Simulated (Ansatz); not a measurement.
Consider O-vacancy pair (O on one host N site, one N site vacant) in zinc-blende BN, charge state +2. The step: a nearby N atom hops onto the vacant site (O-vacancy distance between ideal sites 2.56 → 4.44 Å); the atom moves 2.53 Å along (0.49, 0.00, 0.50) of the unit cell; the moving atom starts with neighbours B at 1.52, 2 B at 1.57, B at 1.59 Å and ends with 2 B at 1.54, B at 1.57, B at 1.60 Å. DFT values are from Ansatz (plane-wave PAW, 420 eV unless said) in a cell of 64 host sites, spin-restricted, static, with no finite-size correction. The charge state is imposed; whether it is stable for some Fermi level was not computed. Forms of the defect that were not tried may lie lower. The start lies 0.17 eV above the lowest site run (PBE). For the PBE band: the program found a first-order saddle point.

```csv
Level,Forward barrier (eV),Cost of the band or of the saddle's single point
"PBE, a 2×2×2 k-point mesh shifted by half a step, band relaxed",6.91,around 29 core-minutes (rough)
"PBE, a 3×3×3 k-point mesh shifted by half a step, same geometries",6.92,very roughly 60 core-seconds
"r2SCAN at 500 eV, a 2×2×2 k-point mesh shifted by half a step, same geometries",7.18,around 40 core-seconds (rough)
```

Ansatz is a first-principles code.
